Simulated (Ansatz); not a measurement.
Start from MgSe in the rock salt structure (space group Fm-3m, No. 225).

```xyz
2
Lattice="0.0000 2.7540 2.7540 2.7540 0.0000 2.7540 2.7540 2.7540 0.0000" Properties=species:S:1:pos:R:3 pbc="T T T"
Mg     0.0000     0.0000     0.0000
Se     2.7540     2.7540     2.7540
```

Computed with plane-wave PAW DFT at the PBE level (Ansatz, a first-principles code, 420 eV), no spin-orbit coupling.

Strains are applied to the cell and any free atomic positions relax.

One change was made to it. Results:

| quantity | base | after |
|---|---|---|
| energy relative to the base (free energy F) | 0 meV/atom | +3.4 meV/atom |
| pressure | 0.1 kbar | -17.0 kbar |
| width of the top valence band | 2.46 eV | 2.37 eV |
| valley order (the lowest conduction-band minima on the path, energy above the VBM, named in the base's zone) | X along ⟨100⟩ 1.77 eV; Γ 2.40 eV | X along ⟨100⟩ 1.72 eV; Γ 2.22 eV |

Question: Which change produced these results?
A. isotropic strain +1.50 %
B. isotropic strain −1.00 %
C. isotropic strain +2.50 %
D. isotropic strain +1.00 %
E. isotropic strain +2.00 %

Answer: D, isotropic strain +1.00 %. For comparison, the valley order in the other runs: isotropic strain +2.00 % gives X along ⟨100⟩ 1.67 eV; Γ 2.04 eV; isotropic strain +2.50 % gives X along ⟨100⟩ 1.65 eV; Γ 1.95 eV; isotropic strain +1.50 % gives X along ⟨100⟩ 1.70 eV; Γ 2.13 eV; isotropic strain −1.00 % gives X along ⟨100⟩ 1.82 eV; Γ 2.60 eV.

The levels and masses belong to the bands next to the band gap. Stability against distortions was not tested.
